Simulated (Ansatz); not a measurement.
## Point defect O interstitial in fcc Cu

Computed with PBE, PAW (plane waves to 420 eV; Ansatz, an electronic-structure program). Set-up: 32-site cell; 6×6×6 shifted k-points; start: void with 6Cu nearest; no Hubbard U; not converged in cell size; the relaxation kept the symmetry of the starting site; relaxed from one start, so a lower configuration may exist.

Neighbours after relaxation, in Å: of the O atom: Cu 1.99, Cu 1.99, Cu 1.99, Cu 1.99, Cu 1.99, Cu 1.99.

Formation energies E_f are those of the neutral cell. Chemical conditions: impurity bounded by its compound with the host (Δμ(O) = -1.17 eV, bounded by cuprite; only phases computed here count, gases as isolated molecules at 0 K). Reference phases: O: O2 molecule in a box.

The name describes the start; the neighbours show where the added atom ended.

| charge | moment (μB) | point group | largest move off a lattice site (Å) | E_f, impurity bounded by its compound with the host (eV) |
|---|---|---|---|---|
| 0 | not spin-polarised | Oh | 0.18 | 1.62 |

Point groups are those of the whole cell at tolerances of 0.03 and 0.1 Å ("near" where only the looser one holds); none is given for unsettled states.
